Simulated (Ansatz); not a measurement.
Consider InSb in the zinc blende structure (space group F-43m, No. 216; a = 6.5198 Å). Axes: x, y, z lie along the cube axes.

Calculations: PBEsol, PAW, 420 eV (Ansatz, a program for electronic structure; spin-orbit coupling left out), earlier PAW set.

For the base:

- Volume per atom = 34.64 Å³
- Band gap = zero
- Pressure = 0.0 GPa

The change: biaxial strain −2.39 %, plane normal [001], relaxed out of plane (Cartesian); in-plane vectors clamped, the third vector and the atoms free.

**Question.** What happens to the volume per atom, energy relative to the base, band gap and pressure?

**Answer.** The volume per atom drops by 0.787 Å³ (34.64 Å³ → 33.86 Å³); the energy increases by 7.5 meV/atom; the band gap remains zero; the pressure (mean of the normal stresses, compression positive) goes from zero to 1.0 GPa.

Spin-orbit coupling, missing from the scalar runs, can matter with Sb. No phonon test of stability was made. All final runs are without spin polarisation. The zero or small gap of InSb can change with the level of theory.
